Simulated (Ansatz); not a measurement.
The reference is LiH in the rock salt structure (space group Fm-3m, No. 225; a = 4.007 Å).

Method: Ansatz (a program for electronic structure) PBE, spin-orbit coupling left out.

For the base:

| Quantity | Value |
|---|---|
| Shortest interatomic distance | 2.004 Å |
| Electron mass | 0.12 mₑ along k, 1.0 mₑ across (at X) |
| Gap character | direct at X |

Modification: hydrostatic tension (pressure −2 GPa).

Q: Estimate the effect on the shortest interatomic distance, electron mass, gap character and mean gap deformation potential ΔEg/Δln V.

A: The shortest interatomic distance grows by 0.041 Å to 2.045 Å; the electron mass becomes 0.13 mₑ along k, 1.0 mₑ across (at X) (base: 0.12 mₑ along k, 1.0 mₑ across (at X)); the gap character remains direct at X; the mean gap deformation potential ΔEg/Δln V is +0.7 eV.

Load acts through the strain it causes; cell and atoms are relaxed under it. Masses are band curvatures over ±0.01 Å⁻¹ around the edge. Along k means along the line from Γ to the band edge. Stability against distortions was not tested.
